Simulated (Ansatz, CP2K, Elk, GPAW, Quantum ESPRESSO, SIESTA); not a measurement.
MoSeS (Amm2, 6 atoms in the cell) computed with different codes at matched settings

Self-consistent single point, at a second geometry (lattice scaled by 0.98). First geometry:

```yaml
crystal:
  lattice:
    - [19.39874, 0.00000, 0.00000]
    - [0.00000, 1.62448, 2.81398]
    - [0.00000, -1.62448, 2.81398]
  atoms:
    - { symbol: Mo, position: [0.00000, 0.55593, 0.55593] }
    - { symbol: Mo, position: [0.50000, 0.33295, 0.33295] }
    - { symbol: Se, position: [0.58657, 0.66625, 0.66625] }
    - { symbol: Se, position: [0.41343, 0.66625, 0.66625] }
    - { symbol: S, position: [0.07890, 0.22260, 0.22260] }
    - { symbol: S, position: [0.92110, 0.22260, 0.22260] }
```

Shared settings, as Ansatz (a program for electronic structure) writes them: kpoints.mp_grid.grid = 1 7 7; scf.occupations.method = fixed. Potentials and cutoffs stand in the table.

```csv
code,model,ΔF from the first geometry (meV/atom),pressure (GPa),largest force (eV/Å),gap on the mesh (eV),cutoff
Elk,"PBEsol, all-electron FP-LAPW, Elk's shipped species files, default APW+lo basis",16.4,–,–,1.481,rgkmax 7
SIESTA,"GGA PBEsol, numerical atomic orbitals DZP, PseudoDojo PBEsol standard norm-conserving potentials (rewritten from UPF to PSML)",28.1,6.03,1.794,1.369,grid 350 Ry
Ansatz,"PBEsol, PAW files made with PBE",7.6,3.74,0.894,1.279,default
CP2K,"PBEsol, GPW, DZVP-MOLOPT-PBE-GTH basis, GTH-PBE potentials (POTENTIAL_UZH)",31.5,6.15,1.406,1.290,grid 500 Ry
GPAW,"PBEsol, GPAW PAW datasets PBEsol (made by gpaw-setup)",7.4,3.65,0.886,1.263,550 eV
Quantum ESPRESSO,"PBEsol, PSlibrary PAW (PBE) pseudopotentials",11.1,3.91,0.991,1.255,55 Ry
```

Size of the force on each atom (eV/Å): Sizes of forces hide their directions.

```tsv
code	Mo1	Mo2	Se3	Se4	S5	S6
SIESTA	0.002	0.001	1.793	1.794	1.160	1.160
Ansatz	0.000	0.003	0.894	0.894	0.893	0.893
CP2K	0.001	0.003	1.406	1.406	1.274	1.274
GPAW	0.000	0.003	0.886	0.886	0.884	0.884
Quantum ESPRESSO	0.000	0.003	0.991	0.991	0.924	0.924
```

A dash marks a value that a program does not give, or that is left out as unsure.

Gaps are read on the mesh.

The spread over the programs that give each value: ΔF from the first geometry within 24.1 meV/atom; pressure within 2.50 GPa; largest force within 0.908 eV/Å; gap on the mesh within 0.226 eV.

SIESTA and CP2K use small atom-centred bases, whose incompleteness enters pressures, forces and empty levels differently from a plane-wave cutoff. Elk treats all electrons, but the usual bases taken here (sphere radii, linearisation, local orbitals, empty states) were not tested for convergence, so the values are no reference for the others. Ansatz's pressure is given at a fixed set of plane waves, as the other plane-wave codes print theirs. In the pressure, SIESTA (by 2.30) and CP2K (by 2.42) lie more than 1 GPa from the median of the plane-wave programs. In the gap, Elk (by 0.218) lies more than 0.12 eV from the median of the plane-wave programs. In the force vectors, SIESTA (by 0.899), CP2K (by 0.512) and Quantum ESPRESSO (by 0.096) lie more than 0.08 eV/Å from the median of the plane-wave programs.

The starting cell comes from a database of computed structures (which also holds hypothetical and non-ambient phases and stackings), without a prior relaxation at this level. For this run, on top of that: lattice scaled by 0.98.

Keys are those of Ansatz 0.2.
